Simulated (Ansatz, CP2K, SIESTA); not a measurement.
One structure in several programs: La2Cu3Ni (Pmm2, 6 atoms in the cell)

Self-consistent single point, at a second geometry (lattice scaled by 0.98). First geometry:

```
La2Cu3Ni
1.0
    3.86769     0.00000     0.00000
    0.00000     4.27753     0.00000
    0.00000     0.00000     7.30738
La Cu Ni
2 3 1
Cartesian
  0.00000   2.13876   0.08009
  0.00000   0.00000   3.59618
  1.93385   0.00000   6.08939
  1.93385   0.00000   1.23948
  1.93385   2.13876   4.85071
  1.93385   2.13876   2.41260
```

Shared settings, as Ansatz (a first-principles code) writes them: kpoints.mp_grid.grid = 6 5 3; scf.occupations.method = fermi_dirac; scf.occupations.width = 0.1 eV. Potentials and cutoffs stand in the table.

| code | model | ΔF from the first geometry (meV/atom) | pressure (GPa) | largest force (eV/Å) | cutoff |
|---|---|---|---|---|---|
| Ansatz | PBEsol, PAW files made with PBE | -1.1 | 2.46 | 0.077 | default |
| SIESTA | GGA PBEsol, numerical atomic orbitals DZP, PseudoDojo PBEsol standard norm-conserving potentials (rewritten from UPF to PSML) | -2.7 | 2.17 | 0.212 | grid 350 Ry |
| CP2K | PBEsol, GPW, DZVP-MOLOPT-SR-GTH basis, GTH-PBE potentials (GTH_POTENTIALS) | 10.0 | 4.17 | 0.084 | grid 600 Ry |

Size of the force on each atom (eV/Å): Sizes of forces hide their directions.

```csv
code,La1,La2,Cu3,Cu4,Cu5,Ni6
Ansatz,0.053,0.063,0.025,0.067,0.077,0.005
SIESTA,0.212,0.185,0.031,0.094,0.142,0.011
CP2K,0.081,0.084,0.029,0.007,0.005,0.030
```

On Ansatz's run: spin polarisation is off.

The spread over the programs that give each value: ΔF from the first geometry within 12.7 meV/atom; pressure within 2.00 GPa; largest force within 0.135 eV/Å.

SIESTA and CP2K use small atom-centred bases, whose incompleteness enters pressures, forces and empty levels differently from a plane-wave cutoff. Ansatz's pressure is given at a fixed set of plane waves, as the other plane-wave codes print theirs; with its correction for the finite basis it is 2.50 GPa.

The starting cell comes from a database of computed structures (which also holds hypothetical and non-ambient phases and stackings), without a prior relaxation at this level. For this run, on top of that: lattice scaled by 0.98.

Left out of this page: Elk (not drawn, or without a comparable value).

Keys are those of Ansatz 0.2.
